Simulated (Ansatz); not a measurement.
Where the default PAW files enter, the runs use the earlier of Ansatz's two default sets.

# Evanescent states of BN (P6_3mc, wurtzite, 4 atoms a cell, 6.0 Å³ an atom, -5 GPa at this level) along the normal of (110)

Method: r2SCAN (plane waves, PAW; Ansatz, a quantum-chemistry and plane-wave program).

The gap is the functional's own, uncorrected, and κ follows it; spin-orbit coupling is left out. Mid-gap values are interpolated between the computed energies.

Energies count from the valence-band top; κ is the least over a 8×8 mesh across the current.

| E (eV) | κ (1/Å) | where |
|---|---|---|
| 0.14 | 0.108 | Γ |
| 0.41 | 0.183 | Γ |
| 0.68 | 0.232 | Γ |
| 0.94 | 0.269 | Γ |
| 1.22 | 0.299 | Γ |
| 1.49 | … | Γ |
| 1.75 | … | Γ |
| 2.02 | … | Γ |
| 2.29 | … | Γ |
| 2.56 | … | Γ |
| 2.83 | … | Γ |
| 3.10 | … | Γ |
| 3.38 | … | Γ |
| 3.65 | … | Γ |
| 3.92 | … | Γ |
| 4.18 | … | Γ |
| 4.46 | 0.341 | Γ |
| 4.72 | 0.328 | Γ |
| 5.00 | 0.306 | Γ |
| 5.26 | 0.247 | Γ |
| 5.54 | 0.165 | Γ |

Q: Some entries are withheld; supply them.

A: 
- 1.49, κ (1/Å): 0.324
- 1.75, κ (1/Å): 0.345
- 2.02, κ (1/Å): 0.363
- 2.29, κ (1/Å): 0.379
- 2.56, κ (1/Å): 0.393
- 2.83, κ (1/Å): 0.397
- 3.10, κ (1/Å): 0.390
- 3.38, κ (1/Å): 0.382
- 3.65, κ (1/Å): 0.373
- 3.92, κ (1/Å): 0.363
- 4.18, κ (1/Å): 0.353
